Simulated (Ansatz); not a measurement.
## Rh, element substitutions

Start from Rh in the fcc (Cu type) structure (space group Fm-3m, No. 225; a = 3.780 Å).

Each row replaces one element on all its sites; cell and atoms are relaxed.

Levels (all Ansatz, a first-principles code, PAW, earlier PAW set): PBEsol (420 eV, scalar-relativistic without spin-orbit coupling); r2SCAN (500 eV, no spin-orbit coupling); PBEsol+SOC (420 eV, with spin-orbit coupling).

Pressures by level, all at the geometries relaxed with PBEsol:

```json
[
 {"case": "base", "PBEsol": "0.0 GPa", "r2SCAN": "4.6 GPa", "PBEsol+SOC": "0.2 GPa"},
 {"case": "Rh → B", "PBEsol": "0.0 GPa", "r2SCAN": "-0.3 GPa", "PBEsol+SOC": "0.0 GPa"},
 {"case": "Rh → Sb", "PBEsol": "0.0 GPa", "r2SCAN": "2.6 GPa", "PBEsol+SOC": "0.1 GPa"}
]
```

Single points use the geometry relaxed with PBEsol. Their cutoffs differ, which shifts pressures a little. The spin-orbit shifts are approximate. Whether these cells are dynamically stable was not tested. As relaxed here, B is a hypothetical phase, not in the database extracts checked. The runs without spin-orbit coupling are not spin-polarised. This is not the structure that Sb has at room temperature and ambient pressure.
